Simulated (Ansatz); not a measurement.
Base system: KI in the rock salt structure (space group Fm-3m, No. 225; a = 7.182 Å).

All numbers come from PBE/PAW in Ansatz (a first-principles code), without spin-orbit coupling.

Before the change:

| Item | Result |
|---|---|
| Hole mass | 0.51, 2.8, 2.8 mₑ (at Γ) |
| Gap character | direct at Γ |

The change: the cell is scaled by 0.9950 in all directions; the atoms relax in the strained cell.

### Question
Predict the new energy relative to the base.

### Answer
The energy grows by 0.3 meV/atom.

### Question
What happens to the hole mass?

### Answer
The hole mass (degenerate bands, along [100]) changes from 0.51, 2.8, 2.8 mₑ (at Γ) to 0.50, 2.7, 2.7 mₑ (at Γ).

### Question
How does this affect the gap character?

### Answer
The gap character remains direct at Γ.

### Question
What happens to the mean gap deformation potential ΔEg/Δln V?

### Answer
The mean gap deformation potential ΔEg/Δln V amounts to -2.2 eV.

With I present, leaving out spin-orbit coupling can change the band edges. Masses are band curvatures over ±0.01 Å⁻¹ around the edge. No phonon test of stability was made.
